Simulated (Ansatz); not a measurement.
## Short convergence ladders for V3Ge (Pmm2, 8 atoms in the cell)

```
V3Ge
1.0
    4.76388     0.00000     0.00000
    0.00000     4.76388     0.00000
    0.00000     0.00000     4.76388
V Ge
6 2
Direct
  0.50000   0.25000   0.00000
  0.50000   0.75000   0.00000
  0.26050   0.00000   0.50000
  0.75000   0.00000   0.50000
  0.00000   0.50000   0.25000
  0.00000   0.50000   0.75000
  0.50000   0.50000   0.50000
  0.00000   0.00000   0.00000
```
Moments meant for the start (each program seeds them in its own way; μB, in the order of the atoms V V V V V V Ge Ge): 2.0 2.0 2.0 2.0 2.0 2.0 0.0 0.0.

Base method: PBEsol, default PAW files made with PBE (plane waves; Ansatz, an electronic-structure program).

Base settings: basis.ecutwfc = 420 eV; kpoints.mp_grid.grid = 3 3 3; hamiltonian.xc = pbesol; hamiltonian.pseudopotentials = {kind: paw} (the program's default PAW files); magnetization.spin_polarized = true; scf.occupations.method = fermi_dirac; scf.occupations.width = 0.1 eV.

The count of work is k-points × plane waves × bands × iterations; it is no time. Core times come from one kind of shared machine, to one figure; runs under 30 s give none.

**The k-point mesh**

The second cell is the first with its lattice scaled by 0.98.

Only quantities that move along the ladder and can be compared are tabulated.

| kpoints.mp_grid.grid | free energy less the last step's (meV/atom) | energy of the compressed cell less the first (meV/atom) | pressure (GPa) | largest difference of a force vector from the last step's (eV/Å) | net moment (μB/atom) | count of work / last | core time / last (rough) |
|---|---|---|---|---|---|---|---|
| 1 1 1 | -802.98 | -108.49 | -26.07 | 0.280 | 0.106 | 0.017 | – |
| 3 3 3 | -10.79 | -7.83 | -7.13 | 0.053 | 0.000 | 0.12 | – |
| 4 4 4 | -0.82 | -7.00 | -6.97 | 0.026 | 0.000 | 0.45 | 0.2 |
| 6 6 6 | -0.65 | -6.62 | -6.91 | 0.004 | 0.000 | 1.0 | 1.0 |
| 7 7 7 | 0.00 | -6.24 | -6.85 | 0.000 | 0.000 | 1.0 | 1 |

Coarsest kpoints.mp_grid.grid that holds the free energy within 5 meV/atom of the last step, with all finer ones: 4 4 4, at about 0.2 of the last step's time; the step before is off by 11 meV/atom.

Coarsest kpoints.mp_grid.grid that holds the pressure within 1 GPa of the last step, with all finer ones: 3 3 3, at 0.12 of the last step's count of work; the step before is off by 19 GPa.

Coarsest kpoints.mp_grid.grid that holds the net moment within 0.05 μB/atom of the last step, with all finer ones: 3 3 3, at 0.12 of the last step's count of work; the step before is off by 0.11 μB/atom.

**The k-point mesh at a smearing width of 0.02 eV**

In this ladder: scf.occupations.width = 0.02 eV.

Only quantities that move along the ladder and can be compared are tabulated.

| kpoints.mp_grid.grid | free energy less the last step's (meV/atom) | pressure (GPa) | largest difference of a force vector from the last step's (eV/Å) | net moment (μB/atom) | count of work / last | core time / last (rough) |
|---|---|---|---|---|---|---|
| 3 3 3 | -8.29 | -7.22 | 0.033 | 0.249 | 0.040 | – |
| 5 5 5 | 0.82 | -6.86 | 0.054 | 0.161 | 0.13 | 0.08 |
| 8 8 8 | -0.28 | -6.98 | 0.033 | 0.090 | 0.71 | 0.6 |
| 9 9 9 | 0.00 | -6.93 | 0.000 | 0.001 | 1.0 | 1 |

Coarsest kpoints.mp_grid.grid that holds the net moment within 0.05 μB/atom: not settled: the last two steps still differ by 0.090 μB/atom, over half the tolerance, so the ladder does not show it.

On the base run: the starting cell comes from a database of computed structures (which also holds hypothetical and non-ambient phases and stackings), without a prior relaxation at this level. Its lattice was rescaled by up to half a per cent. One atom was moved a little off its site on purpose. The starting moments vanished: the run ended non-magnetic, which need not be the lowest state. The program warned that a starting moment was not kept. In the base run, with a pressure of about -7 GPa the cell is away from its equilibrium volume at this level. Ansatz's pressure includes its estimate of the finite-basis (Pulay) stress. Without a gap this mesh is coarse (it stands for a supercell whose shortest vector is 14 Å).

Keys are those of Ansatz 0.2.
